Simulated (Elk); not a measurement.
# How far to go with the basis cutoff: Tb (P-3m1, 2 atoms in the cell)

```yaml
crystal:
  lattice:
    - [1.79460, -3.10834, 0.00000]
    - [1.79460, 3.10834, 0.00000]
    - [0.00000, 0.00000, 5.67293]
  atoms:
    - { symbol: Tb, position: [0.33333, 0.66667, 0.25881], spin: 6.0 }
    - { symbol: Tb, position: [0.66667, 0.33333, 0.75000], spin: 6.0 }
```
(The spins are starting values, not results.)

Method of the run: PBEsol, all-electron FP-LAPW, Elk's shipped species files, default APW+lo basis (Elk).

Base settings: xctype = 22; spinpol = true; swidth = 0.00367493 Ha; ngridk = 4 4 2; reducebf = 0.5; nempty = 12 per atom; maxscl = 100; bfcmt = [[0.0, 0.0, -3.0], [0.0, 0.0, -3.0]].

The second cell is the first with its lattice scaled by 0.98.

The mesh stays at the base's, so the ladder's end is converged at best in this setting alone.

Only quantities that move along the ladder and can be compared are tabulated.

The starting cell has typed, rounded lattice constants, without a prior relaxation at this level. Its lattice was rescaled by up to half a per cent. One atom was moved a little off its site on purpose. The magnetic order is the one reached from the typed start; others were not searched systematically. With U or open f shells several self-consistent states can exist. The f electrons are in the valence without U or exact exchange, which can misplace them near the Fermi level. Spin-orbit terms, which matter for f shells, are left out. Values depend on the basis (sphere radii, cutoffs, local orbitals), which need not be converged. Without a gap this mesh is coarse (it stands for a supercell whose shortest vector is 11 Å).

Steps (rgkmax): 4.14; 4.43; 4.7; 4.95; 5.19; 5.42; 5.86; 6.26; 6.64; 7.34; 7.67; 8.13; 8.57; 9.26.

Problem. What is the state of the net moment at the end of the ladder?

Solution. Still drifting one way, by 0.018 μB/atom over the last two steps, so the last step is no safe reference.

Problem. What is the coarsest rgkmax that holds the free energy within 5 meV/atom?

Solution. Not settled: the last two steps still differ by 30 meV/atom, over half the tolerance, so the ladder does not show it.

Problem. What is the coarsest rgkmax that holds the energy of the compressed cell less the first within 2 meV/atom?

Solution. Not settled: the last two steps still differ by 6.9 meV/atom, over half the tolerance, so the ladder does not show it.

```tsv
rgkmax	free energy less the last step's (meV/atom)	energy of the compressed cell less the first (meV/atom)	net moment (μB/atom)
4.14	5687.98	-190.44	5.826
4.43	4484.95	-325.69	6.029
4.7	3450.76	78.59	6.039
4.95	2891.66	-149.90	6.081
5.19	2347.23	-10.85	6.067
5.42	1840.35	-146.82	6.058
5.86	1214.13	-48.44	6.081
6.26	732.20	15.40	6.028
6.64	476.08	-25.85	5.970
7.34	180.45	-15.50	5.938
7.67	117.00	-10.55	5.930
8.13	61.18	-16.11	5.917
8.57	30.14	-18.43	5.908
9.26	0.00	-11.55	5.899
```
